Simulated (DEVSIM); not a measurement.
System: Ni/Si3N4/p-GaSb capacitor, at 250 K.

```csv
layer (left to right),material,thickness (nm),Na (cm⁻³)
1,Si3N4,30.0,-
2,GaSb,1200,2.5e17
```

Metal gate on the left, work function 5.1 eV. Fixed charge at the semiconductor interface -4.93e11 cm⁻² (in units of +e); interface traps 4.9e11 cm⁻² eV⁻¹, uniform in energy, neutral level at 0.5 of the gap above the valence band.

This is a model device: material constants are rounded textbook-type values typed into the input, and sizes, dopings and lifetimes were drawn at random. Values at 300 K; Nc and Nv go as T^1.5, mobilities as T to minus their exponent, the gap by Varshni's rule with the affinity fixed.

| parameter | Si3N4 | GaSb |
|---|---|---|
| gap (eV) | 5.1 | 0.726 |
| affinity (eV) | 2.1 | 4.06 |
| permittivity | 7.5 | 15.7 |
| Nc (cm⁻³) | - | 2.1e17 |
| Nv (cm⁻³) | - | 1.8e19 |
| Varshni α (eV/K) | - | 0.00042 |
| Varshni β (K) | - | 140 |

DEVSIM, 1D Poisson equation in equilibrium, Boltzmann statistics, complete ionisation; no quantum confinement or tunnelling. Metal contacts follow the ideal Schottky-Mott rule: no Fermi-level pinning, no interface dipoles.

### Question
Tabulate band edges, carrier densities and field at 1.4 V on the gate.

### Answer
Energies count from the Fermi level of the right contact; mesh points crowd at the junctions.

```json
[
 {"x (μm)": "0.000", "Ec (eV)": "1.600", "Ev (eV)": "-3.500", "n (cm⁻³)": "< 1e2", "p (cm⁻³)": "< 1e2", "field (V/cm)": "290000"},
 {"x (μm)": "0.001325", "Ec (eV)": "1.638", "Ev (eV)": "-3.462", "n (cm⁻³)": "< 1e2", "p (cm⁻³)": "< 1e2", "field (V/cm)": "290000"},
 {"x (μm)": "0.004043", "Ec (eV)": "1.716", "Ev (eV)": "-3.384", "n (cm⁻³)": "< 1e2", "p (cm⁻³)": "< 1e2", "field (V/cm)": "290000"},
 {"x (μm)": "0.009962", "Ec (eV)": "1.887", "Ev (eV)": "-3.213", "n (cm⁻³)": "< 1e2", "p (cm⁻³)": "< 1e2", "field (V/cm)": "290000"},
 {"x (μm)": "0.02228", "Ec (eV)": "2.241", "Ev (eV)": "-2.859", "n (cm⁻³)": "< 1e2", "p (cm⁻³)": "< 1e2", "field (V/cm)": "290000"},
 {"x (μm)": "0.02688", "Ec (eV)": "2.373", "Ev (eV)": "-2.727", "n (cm⁻³)": "< 1e2", "p (cm⁻³)": "< 1e2", "field (V/cm)": "290000"},
 {"x (μm)": "0.02913", "Ec (eV)": "2.438", "Ev (eV)": "-2.662", "n (cm⁻³)": "< 1e2", "p (cm⁻³)": "< 1e2", "field (V/cm)": "290000"},
 {"x (μm)": "0.03070", "Ec (eV)": "0.509", "Ev (eV)": "-0.236", "n (cm⁻³)": "8800000", "p (cm⁻³)": "2.4e14", "field (V/cm)": "86000"},
 {"x (μm)": "0.03290", "Ec (eV)": "0.527", "Ev (eV)": "-0.218", "n (cm⁻³)": "3800000", "p (cm⁻³)": "5.6e14", "field (V/cm)": "80000"},
 {"x (μm)": "0.03769", "Ec (eV)": "0.562", "Ev (eV)": "-0.183", "n (cm⁻³)": "750000", "p (cm⁻³)": "2.8e15", "field (V/cm)": "66000"},
 {"x (μm)": "0.04877", "Ec (eV)": "0.618", "Ev (eV)": "-0.127", "n (cm⁻³)": "56000", "p (cm⁻³)": "3.8e16", "field (V/cm)": "36000"},
 {"x (μm)": "0.08575", "Ec (eV)": "0.658", "Ev (eV)": "-0.087", "n (cm⁻³)": "8900", "p (cm⁻³)": "2.4e17", "field (V/cm)": "890"},
 {"x (μm)": "0.1528", "Ec (eV)": "0.658", "Ev (eV)": "-0.086", "n (cm⁻³)": "8500", "p (cm⁻³)": "2.5e17", "field (V/cm)": "≈ 0"},
 {"x (μm)": "0.2987", "Ec (eV)": "0.658", "Ev (eV)": "-0.086", "n (cm⁻³)": "8500", "p (cm⁻³)": "2.5e17", "field (V/cm)": "≈ 0"},
 {"x (μm)": "0.7568", "Ec (eV)": "0.658", "Ev (eV)": "-0.086", "n (cm⁻³)": "8500", "p (cm⁻³)": "2.5e17", "field (V/cm)": "≈ 0"},
 {"x (μm)": "1.013", "Ec (eV)": "0.658", "Ev (eV)": "-0.086", "n (cm⁻³)": "8500", "p (cm⁻³)": "2.5e17", "field (V/cm)": "≈ 0"},
 {"x (μm)": "1.131", "Ec (eV)": "0.658", "Ev (eV)": "-0.086", "n (cm⁻³)": "8500", "p (cm⁻³)": "2.5e17", "field (V/cm)": "≈ 0"},
 {"x (μm)": "1.187", "Ec (eV)": "0.658", "Ev (eV)": "-0.086", "n (cm⁻³)": "8500", "p (cm⁻³)": "2.5e17", "field (V/cm)": "≈ 0"},
 {"x (μm)": "1.216", "Ec (eV)": "0.658", "Ev (eV)": "-0.086", "n (cm⁻³)": "8500", "p (cm⁻³)": "2.5e17", "field (V/cm)": "≈ 0"},
 {"x (μm)": "1.224", "Ec (eV)": "0.658", "Ev (eV)": "-0.086", "n (cm⁻³)": "8500", "p (cm⁻³)": "2.5e17", "field (V/cm)": "≈ 0"},
 {"x (μm)": "1.228", "Ec (eV)": "0.658", "Ev (eV)": "-0.086", "n (cm⁻³)": "8500", "p (cm⁻³)": "2.5e17", "field (V/cm)": "≈ 0"},
 {"x (μm)": "1.230", "Ec (eV)": "0.658", "Ev (eV)": "-0.086", "n (cm⁻³)": "8500", "p (cm⁻³)": "2.5e17", "field (V/cm)": "≈ 0"}
]
```
